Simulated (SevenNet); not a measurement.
CsCl-type NiAl

All values below come from the machine-learned potential SevenNet-0 (trained on PBE and PBE+U data).

Cell (relaxed at this level):

```
CELL_PARAMETERS angstrom
      2.88609     0.00000     0.00000
      0.00000     2.88609     0.00000
      0.00000     0.00000     2.88609
ATOMIC_POSITIONS crystal
  Al 0.50000 0.50000 0.50000
  Ni 0.00000 0.00000 0.00000
```

equilibrium lattice constant a: 2.886 Å
equilibrium volume per atom: 12.02 Å³/atom

Measured, for comparison: lattice constant a 2.882 Å, equilibrium volume per atom 11.97 Å³/atom (extrapolated to 0 K, zero-point anharmonic expansion removed (Haas, Tran, Blaha 2009); as tabulated in Levämäki et al. (2014), arXiv:1402.3671). Computed (rounded) less measured: lattice constant a +0.1 %, equilibrium volume per atom +0.4 %.

A machine-learned potential is trained on density-functional data: it inherits that level's misses and adds fitting errors of its own.
